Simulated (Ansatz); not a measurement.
System: antifluorite Be2C. Method: PBE (Ansatz, a first-principles code, plane waves, PAW).

Run with plane-wave cutoff 520 eV, 14×14×14 k mesh, scalar-relativistic PAW data made under PBE.

Computed at the level's own relaxed cell.

```xyz
3
Lattice="0.0000 2.1642 2.1642 2.1642 0.0000 2.1642 2.1642 2.1642 0.0000" Properties=species:S:1:pos:R:3 pbc="T T T"
Be     1.0821     1.0821     1.0821
Be     3.2462     3.2462     3.2462
C      0.0000     0.0000     0.0000
```

### Question
Give the elastic tensor (Voigt notation, GPa, ions relaxed, in the Cartesian axes of the cell as printed).

### Answer

```
  571.9    17.0    17.0     0.0     0.0     0.0
   17.0   571.9    17.0     0.0     0.0     0.0
   17.0    17.0   571.9     0.0     0.0     0.0
    0.0     0.0     0.0   203.3     0.0     0.0
    0.0     0.0     0.0     0.0   203.3     0.0
    0.0     0.0     0.0     0.0     0.0   203.3
```

Computed values are for the static lattice.
